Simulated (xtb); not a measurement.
xtb 6.7.1, GFN2-xTB: Si(F)2(NHiPr)(OMe) (CO[Si](F)(F)NC(C)C), 20 atoms. The geometry is a generated start, not checked to be a minimum at this level.

| Item | Result |
|---|---|
| method | GFN2-xTB |
| --acc | 1 (default) |
| --etemp (K) | 300 (default) |
| detailed input (--input) | none: ANC optimiser, Lindh (1995) Hessian, microcycle=20, maxdispl=1.0, hlow=0.01 (default) |
| basis functions | 53 |
| valence electrons | 56 |

```xyz
20

C      3.0270    -0.6910     1.3808
O      1.8204    -0.6964     0.6557
Si     1.4554     0.0746    -0.6987
F      2.2738    -0.4377    -1.9773
F      1.9852     1.5954    -0.6132
N     -0.1938    -0.1726    -0.9711
C     -1.2614     0.0350    -0.0070
C     -1.7223     1.4928     0.0013
C     -2.4176    -0.9077    -0.3255
H      3.3517     0.3301     1.5877
H      3.8094    -1.2044     0.8166
H      2.8490    -1.2184     2.3187
H     -0.5230    -0.1177    -1.9227
H     -0.8456    -0.2171     0.9716
H     -2.4899     1.6452     0.7563
H     -2.1313     1.7627    -0.9706
H     -0.8809     2.1461     0.2163
H     -2.0625    -1.9338    -0.3590
H     -2.8515    -0.6579    -1.2922
H     -3.1919    -0.8274     0.4324
```

The structure is relaxed from this start with --opt LEVEL for the levels crude, sloppy, loose, lax, normal, tight, vtight, extreme, once each. Up to the end of the extreme run atoms move by at most 0.096 Å along an axis.

Which level is enough to come within 1 meV of the tightest end point?

normal: 6 cycles against 34, ending 0.70 meV above.

| level | cycles | energy above the extreme run (meV) | gradient norm (eV/Å) |
|---|---|---|---|
| crude | 1 | 2.2 | 0.14 |
| sloppy | 1 | 2.2 | 0.14 |
| loose | 1 | 2.2 | 0.14 |
| lax | 2 | 1.7 | 0.078 |
| normal | 6 | 0.70 | 0.049 |
| tight | 11 | 0.15 | 0.013 |
| vtight | 22 | 0.028 | 0.0026 |
| extreme | 34 | — | 0.0012 |
